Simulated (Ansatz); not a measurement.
Output of an Ansatz run (abridged):

```
WARN basis.ecutwfc = 499.3289376138798 eV is below the records' recommended cutoff, and the density's cutoff is lower with it unless basis.ecutrho_ratio is …
WARN ansatz: RAYON_NUM_THREADS=1 ignored (pool sized by the plan → 1); use --threads N
basis.fft_grid_basis auto: the FFT boxes are laid along the combinations [[1, 0, -1], [0, 1, -1], [0, 0, 1]] of the cell's own vectors, 2.915, 2.915 and 8.205 …
Ag: projections on atomic orbitals take those of the free atom [Ar 3d10] 4s2 4p6 4d10 5s1, of charge +0.00 (hamiltonian.pseudopotentials.projection_atoms) …
O: projections on atomic orbitals take those of the free atom [He] 2s2 2p4, of charge +0.00 (hamiltonian.pseudopotentials.projection_atoms) …
Ni: projections on atomic orbitals take those of the free atom [Ne] 3s2 3p6 3d8 4s2, of charge +0.00 (hamiltonian.pseudopotentials.projection_atoms) …
Pseudopotentials: kind: paw
Pseudopotential: Ag, paw, valence charge 19
Pseudopotential: O, paw, valence charge 6
Pseudopotential: Ni, paw, valence charge 18
Crystal: 5 atoms, lattice volume = 59.092 Å³
Basis set: ecut = 499.3289376138798 eV, 1511 PW (Γ), FFT grids on a1−a3, a2−a3, a3, exchange–correlation on 96×96×240 points (64 copies of the dense FFT grid, shifted against one another)
Bands: 42, of which v1, the nominal top of the filled ones, is band 34 counted from 1 (33 counted from 0)
Symmetry: 12 space group operations
Space group: R-3m (ITA 166), of the structure as read, at distance tolerance 3.9e-5 Å
Magnetic group: BNS 166.97 (UNI 1327), of the structure as read, at distance tolerance 3.9e-5 Å
k-points: 44 of 343
PAW frozen core: Ag, regenerated for the run's functional
PAW frozen core: O, regenerated for the run's functional
PAW frozen core: Ni, regenerated for the run's functional
Initial density: superposition of atomic densities (chi_scale 0.1, normalization cell, long waves kept whole (reshape's long-wave potential 2.79 eV rms))
Starting moments: Σ|m| = 2 μB on 1 of 5 sites
Initial wavefunctions: pseudopotential atomic-orbital guess
Eigensolver: davidson
Functional: x = r2scan, c = r2scan; τ floored in thin density (d = 2e-4 eV/Å³)
SCF iter   1: F=—  HF=-22192.085459 eV  |F-HF|=—  |Δ(HF+E_count)|=         —  Δρ=1.15e-1 (↑9.81e-2 ↓1.15e-1)  dr2=7.87e1  dr2_τ=2.36e-1  dr2_m=7.84e-1  M=1.012 μB ∫|m|=1.338 μB  β_m=0.30  ethr=3.10e-3  ⟨swp⟩=6.5  Hψ=13303  notcnv=0  defer=7
all-band conjugate gradients solve this SCF's bands
preconditioner: auto → Kerker (q_TF=auto, 2.793 Å⁻¹)
spin=Collinear: Kerker preconditioning applied to the charge; magnetization (m = ρ↑ − ρ↓) channel mixes plain (no charge-response kernel on spin).
SCF iter   2: F=—  HF=-22187.656410 eV  |F-HF|=—  |Δ(HF+E_count)|=    4.43e0  Δρ=1.08e-1 (↑3.69e-2 ↓1.08e-1)  dr2=5.12e1  dr2_τ=1.42e-1  dr2_m=1.02e0  M=2.217 μB ∫|m|=2.337 μB  β_m=1.00  ethr=3.10e-3  ⟨swp⟩=3.0  Hψ=7454  notcnv=0  defer=89  κ⁻¹=1.0e0(r=1)
   [... lines left out ...]
SCF iter  20: F=—  HF=-22186.481219 eV  |F-HF|=—  |Δ(HF+E_count)|=   1.90e-6  Δρ=1.76e-5 (↑1.76e-5 ↓1.62e-5)  dr2=4.20e-7  dr2_τ=3.38e-9  dr2_m=7.07e-9  M=1.246 μB ∫|m|=2.175 μB  β_m=1.20  ethr=2.27e-9  ⟨swp⟩=2.1  Hψ=6306  notcnv=0  defer=224  κ⁻¹=2.1e-5(r=8)
SCF iter  21: F=—  HF=-22186.481219 eV  |F-HF|=—  |Δ(HF+E_count)|=   4.86e-7  Δρ=1.12e-5 (↑1.10e-5 ↓1.12e-5)  dr2=2.03e-7  dr2_τ=1.29e-9  dr2_m=2.86e-9  M=1.246 μB ∫|m|=2.175 μB  β_m=1.20  ethr=6.18e-10  ⟨swp⟩=2.0  Hψ=6285  notcnv=0  defer=224  κ⁻¹=1.3e-5(r=8)…
SCF iter  22: F=—  HF=-22186.481219 eV  |F-HF|=—  |Δ(HF+E_count)|=   1.49e-7  Δρ=7.73e-6 (↑7.73e-6 ↓6.84e-6)  dr2=1.15e-7  dr2_τ=6.96e-10  dr2_m=9.97e-10  M=1.246 μB ∫|m|=2.175 μB  β_m=1.20  ethr=1.47e-10  ⟨swp⟩=11.0  Hψ=17563  notcnv=0  κ⁻¹=2.4e-5(r=8)
SCF iter  23: F=-22186.481219 eV  HF=-22186.481219 eV  |F-HF|=2.05e-8  |Δ(HF+E_count)|=   4.35e-9  Δρ=4.31e-6 (↑4.21e-6 ↓4.31e-6)  dr2=5.21e-8  dr2_τ=3.94e-10  dr2_m=3.13e-10  M=1.246 μB ∫|m|=2.175 μB  ethr=1.47e-10  ⟨swp⟩=3.6  Hψ=10179  notcnv=0
SCF 1 converged in 23 iterations: F = -22186.481219 eV  dr2 = 5.21e-8
Crystal: 5 atoms, lattice volume = 59.092 Å³
Symmetry: 4 space group operations
k-points: 100 of 343
Initial density: read from a saved state, or passed on in memory by an earlier SCF of this step, an earlier step, the calling program or the single point that …
Starting moments: Σ|m| = 2 μB on 1 of 5 sites; this step starts from the density that it was given
Initial wavefunctions: those read from a saved state, or passed on in memory by an earlier step or the calling program
iter 1 solved again at ethr=7.66e-11 eV; its pass at ethr=1.47e-6 eV (dr2=5.21e-8 eV) is discarded
SCF iter   1: F=-22186.481219 eV  HF=-22186.481219 eV  |F-HF|=2.04e-8  |Δ(HF+E_count)|=         —  Δρ=4.31e-6 (↑4.21e-6 ↓4.31e-6)  dr2=5.21e-8  dr2_τ=3.94e-10  dr2_m=3.14e-10  M=1.246 μB ∫|m|=2.175 μB  ethr=7.66e-11  ⟨swp⟩=1.0  Hψ=35935  notcnv=0
preconditioner: auto → Kerker (q_TF=auto, 2.793 Å⁻¹)
spin=Collinear: Kerker preconditioning applied to the charge; magnetization (m = ρ↑ − ρ↓) channel mixes plain (no charge-response kernel on spin).
an SCF along what the orbitals of the run's state read of its open shells (or to have them read …
the last iteration of the SCF fills more bands at one k-point than at another: 34 at σ=↑ k=0 and 36 at σ=↑ k=5 …
Stability not checked (another_mixer)
SCF converged after 23 iterations
Magnetization: 1.2464 μB (34.6232 up, 33.3768 down)
Absolute magnetization: 2.1736 μB (∫|ρ↑−ρ↓|, with the PAW one-centre terms)
   [... lines left out ...]
Free energy (F): -22186.481219 eV
Fermi energy:    14.367309 eV
   [... lines left out ...]
        7.441755       0.000000       0.000000
        0.000000       7.441755       0.000000
        0.000000       0.000000       1.332174
  P = ⅓ Tr σ = 5.4052 GPa (54.052 kbar)
  The stress holds the Pulay correction. Without it, at fixed plane waves, as pw.x and ABINIT print it: P = 5.2483 GPa
--- Band table (eV; the first three rows and the last of 88) ---
  k-point 0 ↑: bands = ["-93.8560", "-79.4014", "-79.3885", "-52.7450", "-52.7450", "-52.6817", "-42.0409", "-42.0018", "-42.0018", "-41.9829", "-41.9829", "-41.9320", "-5.3231", "-3.9376", "6.7541", "7.0755", "7.0755", "8.5856", "8.7882", "9.0678", [...]
  k-point 1 ↑: bands = ["-93.8555", "-79.3988", "-79.3871", "-52.7501", "-52.7463", "-52.6810", "-42.0392", "-42.0252", "-42.0084", "-41.9996", "-41.9873", "-41.9323", "-5.1169", "-3.9326", "7.0256", "7.1291", "7.1715", "8.8112", "8.9443", "9.0216", [...]
  k-point 2 ↑: bands = ["-93.8546", "-79.3929", "-79.3842", "-52.7616", "-52.7491", "-52.6794", "-42.0767", "-42.0659", "-42.0230", "-42.0032", "-41.9978", "-41.9371", "-4.6138", "-3.9244", "7.1035", "7.3190", "7.8881", "8.0424", "8.9572", "9.0934", [...]
  k-point 43 ↓: bands = ["-90.8342", "-79.4238", "-79.4121", "-49.8673", "-49.8627", "-49.8374", "-42.0735", "-42.0469", "-42.0300", "-42.0225", "-42.0089", "-41.9680", "-5.4540", "-4.2587", "7.4632", "8.3999", "9.1088", "9.1811", "9.4855", [...]
Occupation matrices written to occupation_matrices
```

The structure:

```
CELL_PARAMETERS angstrom
      1.45745     0.84146     8.03067
     -1.45745     0.84146     8.03067
      0.00000    -1.68292     8.03067
ATOMIC_POSITIONS crystal
  Ag 0.21370 0.21370 0.21370
  Ag 0.78630 0.78630 0.78630
  O  0.37620 0.37620 0.37620
  O  0.62380 0.62380 0.62380
  Ni 0.00000 0.00000 0.00000
```
Moments meant for the start (each program seeds them in its own way; μB, in the order of the atoms Ag Ag O O Ni): 0.0 0.0 0.0 0.0 2.0.

### Question
What input produced this log?

### Answer
Other spellings and defaults could give the same log, and not every line can be read from it. The input that was run (DFT, r2SCAN+U, plane waves, default PAW files made with PBE):

Ansatz 0.2 input:
```yaml
crystal:
  lattice:
    - [1.457450, 0.841459, 8.030667]
    - [-1.457450, 0.841459, 8.030667]
    - [0.000000, -1.682918, 8.030667]
  atoms:
    - { symbol: Ag, position: [0.213700, 0.213700, 0.213700] }
    - { symbol: Ag, position: [0.786300, 0.786300, 0.786300] }
    - { symbol: O, position: [0.376200, 0.376200, 0.376200] }
    - { symbol: O, position: [0.623800, 0.623800, 0.623800] }
    - { symbol: Ni, position: [0.000000, 0.000000, 0.000000], spin: 2.0 }
basis:
  ecutwfc: 36.7 Ry
kpoints:
  mp_grid: { grid: [7, 7, 7] }
hamiltonian:
  xc: r2scan
  pseudopotentials: { kind: paw }
  hubbard: { sites: [{ species: Ni, l: d, u_eff: 6.2 }] }
magnetization:
  spin_polarized: true
scf:
  occupations: { method: fermi_dirac, width: 0.0073 Ry }
output:
  forces: true
  eigenvalues: true
  stress: true
```

The starting cell comes from a database of published, mostly measured structures (it also holds non-ambient and calculated ones), without a prior relaxation at this level. With one magnetic atom in the cell only a parallel order is possible. With U or open f shells several self-consistent states can exist. With a pressure of about 5 GPa the cell is away from its equilibrium volume at this level. Forces in this geometry exceed 1 eV/Å. Ansatz's pressure includes its estimate of the finite-basis (Pulay) stress. The cutoff lies below the one recommended for these files.

Ansatz is a program for electronic structure.
